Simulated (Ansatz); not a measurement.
Abridged Ansatz (an electronic-structure program) output:

```
Relaxation: its limit of steps is 30 (relax.max_steps)
Pseudopotential: Ba, paw, valence charge 10
Pseudopotential: Ti, paw, valence charge 12
Pseudopotential: O, paw, valence charge 6
Crystal: 5 atoms, lattice volume = 64.939 Å³
Basis set: ecut = 420 eV, 1309 PW (Γ), exchange–correlation on 54×54×54 points (8 copies of the dense FFT grid, shifted against one another)
Bands: 25, of which v1, the nominal top of the filled ones, is band 19 counted from 1 (18 counted from 0)
Symmetry: 48 space group operations
k-points: 84 of 1728
Functional: x = pbe(κ = 0.804, μ = 0.2195149727645171), c = pbe(β = 0.06672455060314922)
SCF iter   1: F=—  HF=-10172.760664 eV  |F-HF|=—  |Δ(HF+E_count)|=         —  Δρ=7.06e-2  dr2=3.46e0  ethr=3.10e-3  ⟨swp⟩=7.3  Hψ=9662  notcnv=0
SCF iter   2: F=—  HF=-10172.283346 eV  |F-HF|=—  |Δ(HF+E_count)|=   4.77e-1  Δρ=3.82e-2  dr2=1.12e0  ethr=3.10e-3  ⟨swp⟩=2.1  Hψ=3214  notcnv=0  defer=84
SCF 1 converged in 10 iterations: F = -10172.048930 eV  dr2 = 3.28e-10
relax step   1: F+E_penalty+E_count = -10172.04893040 eV  Δ(F+E_penalty+E_count) = +0.000e0 eV  max|allowed force component| = 1.626e-28 eV/Å  Δτ_max = 0.0000 Å  (10 SCF iters, accepted)
SCF converged after 10 iterations
Free energy (F): -10172.048930 eV
Internal energy: -10172.036556 eV  (E = F + TS)
E sigma→0 (E₀):  -10172.042743 eV
Entropy (-TS):   -0.012374 eV (-2.475 meV/atom)
Fermi energy:    8.937826 eV
--- Forces (eV/Å), atoms counted from 1 ---
  atom   1  Ba    -0.00000000     0.00000000     0.00000000
  atom   2  Ti     0.00000000    -0.00000000     0.00000000
  atom   3  O      0.00000000    -0.00000000    -0.00000000
  atom   4  O      0.00000000    -0.00000000     0.00000000
  atom   5  O      0.00000000    -0.00000000     0.00000000
--- Stress (GPa, compression-positive) ---
       23.804730      -0.000000       0.000000
        0.000000      23.804730       0.000000
        0.000000       0.000000      23.804730
  P = ⅓ Tr σ = 23.8047 GPa (238.047 kbar)
--- Relaxed structure (1 steps of the walk, 1 accepted, 0 SCFs on fresh bases) ---
  atoms:
    - { symbol: Ba, position: [0.0, 0.0, 0.0] }
    - { symbol: Ti, position: [0.49999999999999994, 0.49999999999999994, 0.49999999999999994] }
    - { symbol: O, position: [0.0, 0.49999999999999994, 0.49999999999999994] }
    - { symbol: O, position: [0.49999999999999994, 0.49999999999999994, 0.0] }
    - { symbol: O, position: [0.49999999999999994, 0.0, 0.49999999999999994] }
```

**Question.** What was computed, and what are the main results?

**Answer.** BaTiO3, 5 atoms in the cell, with Kohn–Sham DFT with the PBE functional, run in Ansatz with PAW and 420 eV plane waves, no SOC, earlier PAW set. The last SCF converged to F = -10172.048930 eV, or -2034.4098 eV per atom. The total energy compares only with runs of the same code, potentials and settings.

Charged cell with a jellium background: band edges are those of the host's band count, energies are not comparable with the neutral cell, and many-body gap narrowing is missing. No phonon test of stability was made. All final runs are without spin polarisation. The cell was made from BaTiO3 in the cubic perovskite structure (space group Pm-3m, No. 221) by this change: holes 2.0×10^22 cm⁻³. Many cubic perovskites are stable only at high temperature; tilts and polar distortions were not tested. This is not the structure that BaTiO3 has at room temperature and ambient pressure.

Keys are those of Ansatz 0.2.
